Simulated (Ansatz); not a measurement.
**MoS2: thickness series**

Base system: MoS2 in the 3R-MoS2 type structure (space group R3m, No. 160; a = 3.175 Å, c = 18.586 Å (hexagonal axes); layered, stacked along the Cartesian z axis).

Free-standing slabs (3 atom(s) a layer) normal to the stacking axis with 15 Å of vacuum; in-plane cell relaxed.

The values are results of Kohn–Sham DFT with the r2SCAN+rVV10 functional, run in Ansatz (a first-principles code) with PAW and 500 eV plane waves, no spin-orbit coupling, earlier PAW set, not measurements.

Notes on the quantities. electron mass: in plane; excess energy per area of both faces: slab less bulk energy over the cell's area: twice a surface energy.

```tsv
change	band gap	electron mass	smallest direct gap	excess energy per area of both faces
base	1.02 eV	–	1.79 eV	–
1 layer	(withheld)	0.43 mₑ (at K)	(withheld)	(withheld)
2 layers	1.26 eV	0.44 mₑ (at K)	1.75 eV	0.38 J/m²
3 layers	1.11 eV	0.43 mₑ (at K)	1.70 eV	0.38 J/m²
4 layers	1.03 eV	0.44 mₑ (at K)	1.66 eV	0.38 J/m²
```

Problem. What belongs in the blanks?

Solution. 
- 1 layer, band gap: 1.77 eV
- 1 layer, smallest direct gap: 1.81 eV
- 1 layer, excess energy per area of both faces: 0.36 J/m²

The excess energy carries the mismatch between the slab's and the bulk's meshes. Masses are band curvatures over ±0.01 Å⁻¹ around the edge. Whether these cells are dynamically stable was not tested.
